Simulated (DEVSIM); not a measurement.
Device: Ti/AlN/n-Si capacitor, at 300 K.

| layer (left to right) | material | thickness (nm) | Nd (cm⁻³) |
|---|---|---|---|
| 1 | AlN | 1.20 | - |
| 2 | Si | 13000 | 2.1e15 |

Metal gate on the left, work function 4.33 eV. Fixed charge at the semiconductor interface 0 cm⁻² (in units of +e); no interface traps.

Constants are typed, rounded textbook-type inputs, not results; the design itself was drawn at random and stands for no fabricated device. Values at 300 K.

```tsv
parameter	AlN	Si
gap (eV)	6.1	1.124
affinity (eV)	1.9	4.05
permittivity	8.5	11.7
Nc (cm⁻³)	-	2.86e19
Nv (cm⁻³)	-	3.1e19
```

Simulated with DEVSIM: 1D Poisson equation in equilibrium, Boltzmann statistics, complete ionisation; no quantum confinement or tunnelling. Metal contacts follow the ideal Schottky-Mott rule: no Fermi-level pinning, no interface dipoles.

Problem. Give the band bending (positive: bands bend down) and minority sheet density.

Solution. 
| Vg (V) | ψs (V) | minority carriers (cm⁻²) |
|---|---|---|
| -0.9 | -0.867 | 2.5e12 |
| -0.6 | -0.631 | 2.9e9 |
| -0.3 | -0.332 | < 1e8 |
| 0 | -0.033 | < 1e8 |
| 0.3 | 0.219 | < 1e8 |
